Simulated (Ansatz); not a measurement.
Take PbO (space group P4/nmm, No. 129; a = 3.970 Å, c = 4.705 Å) as the base.

All numbers come from Ansatz (a quantum-chemistry and plane-wave program) PBEsol-D3(BJ), scalar-relativistic without spin-orbit coupling.

Strains are applied to the cell and any free atomic positions relax.

One change was made to it. Results:

| quantity | base | after |
|---|---|---|
| width of the top valence band | 1.70 eV | 1.62 eV |
| energy relative to the base (free energy F) | 0 meV/atom | +0.9 meV/atom |
| largest internal atomic displacement | – | 0.014 Å |
| smallest direct gap | 1.97 eV | 2.04 eV |

Question: Name the change that was made.
A) isotropic strain +1.80 %
B) isotropic strain +3.00 %
C) isotropic strain +2.40 %
D) isotropic strain +0.60 %

Answer: D, isotropic strain +0.60 %. For comparison, the energy relative to the base in the other runs: isotropic strain +1.80 % gives +7.9 meV/atom; isotropic strain +3.00 % gives +21 meV/atom; isotropic strain +2.40 % gives +14 meV/atom.

With Pb present, leaving out spin-orbit coupling can change the band edges. Stability against distortions was not tested.
